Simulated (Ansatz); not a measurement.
MoGe2N4 (model structure, started from the MoSi2N4 type, P6₃/mmc, No. 194, 14 atoms in the cell): band gap by level of theory

No measured value is used here.

```json
[
 {"level (code)": "LDA (Ansatz)", "value (eV)": "0.89"},
 {"level (code)": "PBE+SOC (Ansatz)", "value (eV)": "0.88 (indirect)"},
 {"level (code)": "PBEsol+SOC (Ansatz)", "value (eV)": "0.88 (indirect)"},
 {"level (code)": "r²SCAN+SOC (Ansatz)", "value (eV)": "0.92 (indirect)"},
 {"level (code)": "HSE06 (Ansatz)", "value (eV)": "1.26"}
]
```

Computed values are for a static lattice. Levels without +SOC have no spin–orbit coupling; where heavier elements are present it shifts gaps, mostly down, and can invert bands. The crystal itself was run without spin with LDA, HSE06; a magnetic state was not tried in these runs. Values are at the PBE-D3(BJ) cell. Cutoffs and k meshes differ between the levels. Ansatz's density-functional and Hartree–Fock values are scalar-relativistic unless marked +SOC, with PAW data made under PBE.

A model structure was made by putting elements into a prototype or built by hand; it is no filed structure, need not be a known phase, and can be a saddle point held by its symmetry.

Ansatz is a quantum-chemistry and plane-wave program.
